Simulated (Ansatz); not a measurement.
Consider TiAl₃ (space group I4/mmm, No. 139; a = 3.8242 Å, c = 8.5606 Å).

The values are results of r2SCAN in Ansatz (plane waves to 500 eV, PAW, without spin-orbit coupling), not measurements.

One change was made to it. Results:

```csv
quantity,base,after
volume per atom,15.65 Å³,13.05 Å³
c/a ratio,2.239,2.232
```

### Question
Which of these changes matches the shifts?
A. pressure 9 GPa
B. pressure −1 GPa
C. pressure 30 GPa
D. pressure −2 GPa
E. pressure 0.9 GPa

### Answer
C, pressure 30 GPa. For comparison, the volume per atom in the other runs: pressure 0.9 GPa gives 15.53 Å³; pressure −1 GPa gives 15.79 Å³; pressure 9 GPa gives 14.62 Å³; pressure −2 GPa gives 15.93 Å³.

Load acts through the strain it causes; cell and atoms are relaxed under it. Stability against distortions was not tested. Competing high-pressure phases were not computed. All final runs are without spin polarisation.

Ansatz is a first-principles code.
